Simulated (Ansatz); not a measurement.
**Ru: stress against strain**

Ru (hcp, P6_3/mmc, 13.776 Å³/atom at rest, c along z) under an equal strain ε in the (0001) plane with the normal axis free, as in a coherent film. PBE in Ansatz, a plane-wave DFT program (PAW, default set), 420 eV, 24×24×14 Γ-centred mesh, Fermi-Dirac smearing 0.10 eV; ions are relaxed within the symmetry of each cell. Stress is positive for a compressed cell.

Here s stands for strain and y for stress xx.

```csv
strain (%),stress xx (GPa)
-3.00,?
-1.50,10.73
-1.00,6.94
-0.50,3.37
0.00,0.00
0.50,-3.16
1.00,-6.13
1.50,-8.91
```

Q: Fit y against s with a straight line, and predict the withheld value at s = -3.00.

A: Means: s 0, y 0.406. About the means, the sum of products is -45.795 and the sum of squares of s is 7.0000; the slope is their ratio. Least squares gives y = 0.406 - 6.5421·s. Residuals (row less fit): 0.511, -0.008, -0.307, -0.406, -0.295, 0.006, 0.497; standard error 0.413 (degrees of freedom: 5). The slope gives the biaxial elastic modulus of this plane = 654 ± 16 GPa. At the withheld row, y = 0.406 - 6.5421 × (-3.0) = 20.032 GPa. The calculation gives 23.52 GPa, 3.488 GPa above the prediction (10.8 % of the range of y in the table). The row lies outside the fitted rows, so this is an extrapolation. From the scatter of the fitted rows alone, a prediction at this place has a standard error of 0.644 GPa, so the miss is 5.4 times that.

One order more, fitted to all 13 runs of the series, follows each within 0.10, so the miss is the next term of a smooth law. In a metal these values are sensitive to mesh and smearing; energies are taken to zero smearing, stresses follow the free energy. Rows are the converged runs of the series near zero and its far end; series whose fitted rows scatter by over a few per cent of the range, as at a crossing or softening among them, aren't shown in this form. Most that stay on the fit to the last digits aren't either.
